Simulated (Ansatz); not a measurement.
# A computed series for MgTe: response to strain

Consider MgTe in the wurtzite structure (space group P6_3mc, No. 186; a = 4.509 Å, c = 7.338 Å). Axes: x lies along a and z along c of the hexagonal cell.

Strains are applied to the cell and any free atomic positions relax.

The values are results of LDA (Ansatz, an electronic-structure program, PAW, without spin-orbit coupling), not measurements.

Notes on the quantities. band gap: an upper bound: an edge found on the path is not a true extremum; the base alone; pressure: mean of the normal stresses, compression positive.

```json
[
 {"variant": "base", "band gap": "2.43 eV", "pressure": "0.00 GPa", "shortest interatomic distance": "2.757 Å"},
 {"variant": "uniaxial strain ε_zz = +0.60 %", "band gap": "2.39 eV", "pressure": "-0.23 GPa", "shortest interatomic distance": "2.761 Å"},
 {"variant": "uniaxial strain ε_zz = +1.20 %", "band gap": "2.35 eV", "pressure": "-0.45 GPa", "shortest interatomic distance": "2.766 Å"},
 {"variant": "uniaxial strain ε_zz = +1.80 %", "band gap": "2.30 eV", "pressure": "-0.67 GPa", "shortest interatomic distance": "2.771 Å"},
 {"variant": "uniaxial strain ε_zz = +2.40 %", "band gap": "2.26 eV", "pressure": "-0.88 GPa", "shortest interatomic distance": "2.775 Å"},
 {"variant": "uniaxial strain ε_zz = +3.00 %", "band gap": "2.21 eV", "pressure": "-1.09 GPa", "shortest interatomic distance": "2.780 Å"}
]
```

With Te present, leaving out spin-orbit coupling can change the band edges. No phonon test of stability was made.
